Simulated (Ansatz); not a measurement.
**Effective masses and thermopower of C (R-3m)**

```xyz
2
Lattice="0.0373 1.8117 1.8117 1.8117 0.0373 1.8117 1.8117 1.8117 0.0373" Properties=species:S:1:pos:R:3 pbc="T T T"
C      0.0003     0.0003     0.0003
C      0.9149     0.9149     0.9149
```

These are r2SCAN, rigid bands (plane waves, PAW, scalar-relativistic; Ansatz, a first-principles code) values and carry that method's errors. Condition of this run: uniaxial stress along [111] of -33 GPa (compression positive) (the target of the relaxation). How the cell was made: cell and atoms relaxed with PBEsol, then loaded as said.

| Item | Result |
|---|---|
| band gap | 4.25 eV |
| electron conductivity mass (300 K, dilute) | 0.39 mₑ |
| hole conductivity mass (300 K, dilute) | 0.45 mₑ |
| effective density of states N_c (300 K) | 5.7e19 cm⁻³ |
| effective density of states N_v (300 K) | 2.4e19 cm⁻³ |
| density-of-states mass, electrons | 1.72 mₑ |
| density-of-states mass, holes | 0.97 mₑ |
| Seebeck coefficient, n-type 1e19 cm⁻³, 300 K | -366 μV/K |
| best n-type power factor at 300 K for τ = 10 fs (best axis; densities from 1e16 to 1e21 cm⁻³ tried, whether or not they can be reached) | 24 μW/(cm·K²) at 3e20 cm⁻³ |
| Seebeck coefficient, p-type 1e19 cm⁻³, 300 K | 311 μV/K |
| best p-type power factor at 300 K for τ = 10 fs (best axis; densities from 1e16 to 1e21 cm⁻³ tried, whether or not they can be reached) | 12.4 μW/(cm·K²) at 1e20 cm⁻³ |

Rigid bands; masses and Seebeck coefficients take one relaxation time τ for all states and one kind of carrier; polarons and phonon drag are left out. Spin-orbit coupling is left out. Geometry: cell and atoms relaxed with PBEsol.
